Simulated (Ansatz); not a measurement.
Ti_Si in metastable alpha cristobalite: one set of geometries, relaxed with PBE, evaluated in Ansatz (PAW, plane waves to 420 eV, 500 eV under r2SCAN) with PBE, r2SCAN.

Details: 96-site cell; 2×2×2 shifted k-points; start: the Si site; charged states image-corrected; no Hubbard U; finite-size errors of tenths of an eV; flagged in the runs: a doubtful potential alignment, a host whose relaxation on this sampling wasn't shown to rest, a strain field that reaches the edge of the cell.

```csv
quantity,PBE,r2SCAN
host gap (eV),5.51,___
ε(+1/0) above the VBM (eV),not bound,not settled
ε(0/−1) above the VBM (eV),5.29,___
"neutral formation energy against silicon, hcp Ti (eV)",-0.48,___
largest moment on one atom at charge −1 (μB),0.60,___
```

### Question
Given the lower rungs, what does r2SCAN give?

### Answer

- host gap (eV), r2SCAN: 6.14
- ε(0/−1) above the VBM (eV), r2SCAN: 5.55
- neutral formation energy against silicon, hcp Ti (eV), r2SCAN: -0.39
- largest moment on one atom at charge −1 (μB), r2SCAN: 0.63

"Not bound" means that the carrier spreads over host band states in this cell; a shallow level, bound over tens of ångströms, can't be resolved here.

Ansatz is a program for electronic structure.
